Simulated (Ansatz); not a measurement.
A structure of rock-salt TaN (1 1 1) on 3C silicon carbide (1 1 1) (film strained to the substrate, faces as cut) off equilibrium:

```xyz
20
Lattice="3.0971 0.0000 -0.0012 1.5486 2.6822 0.0091 -0.0106 0.9939 26.4356" Properties=species:S:1:pos:R:3 pbc="T T T"
C      3.8869     1.4254     0.6665
C      2.2962     2.3072     3.2140
C      2.2627     0.5171     5.7316
C      0.7013     1.4079     8.2639
C      2.2646     2.2775    10.8034
C      2.2970     0.4330    13.3292
Si     3.8472     1.4155     2.5289
Si     2.2645     2.3065     5.0945
Si     2.2495     0.5163     7.6236
Si     0.7134     1.3877    10.1561
Si     2.2922     2.2363    12.6707
Si     3.8220     3.3746    15.1729
N      4.0827     2.5248    16.7376
N      2.5483     3.4056    19.2748
N      2.5752     1.5932    21.8841
N      0.9784     2.4897    24.4540
Ta     2.4687     1.5996    17.9589
Ta     1.0632     2.4590    20.5664
Ta     2.6400     3.3549    23.2136
Ta     2.3614     1.5502    25.9548
```

All values below come from PBE (plane waves to 420 eV, PAW; Ansatz, a quantum-chemistry and plane-wave program). No spin–orbit coupling; the runs are not spin-polarised. Its k-point mesh 12×12×1, Fermi–Dirac width 0.05 eV.

Task: What forces act on the atoms (eV/Å, in the order given), and what is the pressure?

Result: 
```tsv
atom	Fx	Fy	Fz
C1	0.107	0.179	-0.014
C2	-0.025	0.018	-0.696
C3	0.005	-0.009	0.041
C4	0.041	-0.048	0.162
C5	0.032	-0.057	-0.323
C6	0.084	-0.099	-1.074
Si7	-0.027	0.014	0.619
Si8	0.054	0.007	0.037
Si9	0.049	-0.019	-0.172
Si10	0.017	-0.003	-0.081
Si11	-0.010	0.048	0.613
Si12	0.183	-0.794	-0.540
N13	-0.590	0.281	0.885
N14	-0.261	-0.318	-0.088
N15	0.293	-0.117	0.054
N16	0.195	-0.278	0.063
Ta17	0.658	0.760	0.802
Ta18	-0.298	0.297	0.204
Ta19	-0.592	0.291	-0.330
Ta20	0.084	-0.152	-0.162
```

Pressure: -0.50 GPa.
